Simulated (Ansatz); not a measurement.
```xyz
6
Lattice="4.7685 0.0000 0.0000 0.0000 4.7685 0.0000 0.0000 0.0000 3.2114" Properties=species:S:1:pos:R:3 pbc="T T T"
Sn     0.0000     0.0000     0.0000
Sn     2.3843     2.3843     1.6057
O      1.4606     1.4606     0.0000
O      3.8448     0.9237     1.6057
O      0.9237     3.8448     1.6057
O      3.3079     3.3079     0.0000
```

No spin polarisation.

A single point on TiO2 with a change (Ti → Sn), its geometry relaxed with PBEsol.

All numbers come from r2SCAN/PAW in Ansatz (an electronic-structure program), without spin-orbit coupling, earlier PAW set. Settings: 7×7×10 k-points, 0.05 eV Fermi–Dirac smearing.

### Question
Estimate the pressure.

### Answer
-1.61 GPa.

### Question
Predict the gap character.

### Answer
Direct at Γ.

### Question
What is the computed band gap?

### Answer
1.70 eV.

Single points use the geometry relaxed with PBEsol. Stability against distortions was not tested. The cell was made from TiO2 by this change: Ti → Sn.
